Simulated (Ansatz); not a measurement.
Amorphous cells of 8 compositions: the gap between the highest filled and lowest empty level at the zone centre, by PBE and by a single point of r2SCAN on the same geometry (PBE, scalar-relativistic without spin-orbit coupling (plane waves to 420 eV, PAW; Ansatz, an electronic-structure program); r2SCAN at 500 eV). The networks come from melt-quench runs on the CHGNet potential at compositions and starting densities chosen by hand, with anions pushed apart in the CHGNet dynamics, and DFT then relaxed them. The cells are small and were quenched far faster than real films, so single cells scatter. Defect or tail levels can set these gaps. The rows are the first to finish with both values and no moments.

| cell | PBE gap x (eV) | r2SCAN gap y (eV) |
|---|---|---|
| A (In9Ga9Zn9O37Ba, 5.92 g/cm3) | 0.56 | 1.00 |
| B (In9Ga9Zn9O37Ag2, 6.03 g/cm3) | 0.58 | 0.98 |
| C (In9Ga9Zn9O37Ca, 5.81 g/cm3) | 0.81 | 1.23 |
| D (In9Ga9Zn9O37Li2, 5.79 g/cm3) | 0.94 | 1.41 |
| E (Hf18O41Nb2, 8.77 g/cm3) | 2.86 | 3.22 |
| F (Hf18O39W, 8.85 g/cm3) | 3.27 | withheld |
| G (Hf18O39Y2, 8.75 g/cm3) | 3.64 | 4.10 |
| H (Hf18O41Ta2, 8.88 g/cm3) | 4.04 | 4.48 |

### Question
Fit a straight line through the 7 full rows and predict the withheld value for F (Hf18O39W, 8.85 g/cm3).

### Answer
Means: x = 1.919, y = 2.346. Slope = Σ(Δx Δy) / Σ(Δx²) = 14.18 / 14.17 = 1; the r.m.s. residual is 0.035. Prediction: 2.346 + 1 × (3.27 − 1.919) = 3.70. The run gave 3.61, 0.09 below the line.
